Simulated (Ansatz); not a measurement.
Base system: SiO2 (space group P3_221, No. 154).

```
SiO2
1.0
    4.86585     0.00000     0.00000
   -2.43292     4.21395     0.00000
    0.00000     0.00000     5.36522
Si O
3 6
Direct
  0.00000   0.46475   0.33333
  0.53525   0.53525   0.00000
  0.46475   0.00000   0.66667
  0.27611   0.41114   0.22119
  0.58886   0.86497   0.88785
  0.72389   0.13503   0.44548
  0.86497   0.58886   0.11215
  0.41114   0.27611   0.77881
  0.13503   0.72389   0.55452
```

Cartesian axes are those of the cell as printed.

Level of theory: LDA/PAW in Ansatz (a quantum-chemistry and plane-wave program), no SOC.

For the base:

```
Item                    Value
-------------  --------------
Band gap              5.83 eV
Electron mass  0.50 mₑ (at Γ)
```

It is then changed as follows: tensile biaxial strain of 2.25 % in the plane normal to [001], as in epitaxy on a mismatched substrate; the out-of-plane cell vector and the atoms relax.

Task: How does this affect the band gap, out-of-plane strain, electron mass and in-plane stress?

Result: The band gap drops by 0.143 eV to 5.68 eV; the out-of-plane strain comes out as -0.40 %; the electron mass remains 0.50 mₑ (at Γ); the mean in-plane stress (compression positive) is -1.7 GPa.

Effective masses come from finite differences of ±0.01 Å⁻¹. Whether these cells are dynamically stable was not tested.
